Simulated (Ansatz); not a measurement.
Given:

```
CELL_PARAMETERS angstrom
      0.00000     2.36668     2.36668
      2.36668     0.00000     2.36668
      2.36668     2.36668     0.00000
ATOMIC_POSITIONS crystal
  B  0.00000 0.00000 0.00000
  As 0.25000 0.25000 0.25000
```

All values below come from PBE with spin-orbit coupling, rigid bands (plane waves, PAW; Ansatz, a quantum-chemistry and plane-wave program). Condition of this run: hydrostatic pressure of 3.2 GPa (compression positive) (the target of the relaxation). Cell: cell and atoms relaxed with PBEsol, then loaded as said.

**Question.** What conductivity effective mass do dilute holes have at 300 K?

**Answer.** 0.35 mₑ.

**Question.** What conductivity effective mass do dilute electrons have at 300 K?

**Answer.** 0.31 mₑ.

**Question.** And the band gap?

**Answer.** 1.09 eV at this level; semilocal functionals usually fall short of the measured gap.

Rigid bands, one relaxation time for all states, no polarons. Geometry: cell and atoms relaxed with PBEsol.
